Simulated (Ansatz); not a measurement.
BaAlHO2 (model structure, started from the SrVO2H type, P4/mmm, No. 123, 5 atoms in the cell) was calculated with PBE0 (Ansatz, a quantum-chemistry and plane-wave program, PAW).

Run with plane-wave cutoff 460 eV, 6×6×6 k mesh, Fermi–Dirac smearing 0.01 eV, scalar-relativistic PAW data made under PBE.

Cell (relaxed with PBEsol):

```cif
data_HAlBaO2
_chemical_formula_sum 'Ba1 Al1 O2 H1'
_space_group_name_H-M_alt 'P4/mmm'
_space_group_IT_number 123
_space_group_name_Hall '-P 4 2'
_cell_length_a 3.81661
_cell_length_b 3.81661
_cell_length_c 3.95732
_cell_angle_alpha 90.000
_cell_angle_beta 90.000
_cell_angle_gamma 90.000
loop_
_atom_site_label
_atom_site_type_symbol
_atom_site_symmetry_multiplicity
_atom_site_Wyckoff_symbol
_atom_site_fract_x
_atom_site_fract_y
_atom_site_fract_z
_atom_site_occupancy
Ba1 Ba 1 d 0.50000 0.50000 0.50000 1
Al1 Al 1 a 0.00000 0.00000 0.00000 1
O1 O 2 f 0.00000 0.50000 0.00000 1
H1 H 1 b 0.00000 0.00000 0.50000 1
```

Task: Estimate the band gap, smallest direct gap on the k points sampled and Γ–Γ gap that the calculation returns.

Result: 
- band gap: 5.07 eV (on the SCF k mesh)
- smallest direct gap on the k points sampled: 5.35 eV
- Γ–Γ gap: 7.27 eV

Note: the relaxation could raise the start's symmetry but not lower it, so the cell can be a saddle point; cell and atoms aren't relaxed at this level (pressure 1.1 GPa).

Spin–orbit coupling is not included.

Static lattice: no zero-point or thermal effects.

A model structure was made by putting elements into a prototype or built by hand; it is no filed structure, need not be a known phase, and can be a saddle point held by its symmetry.
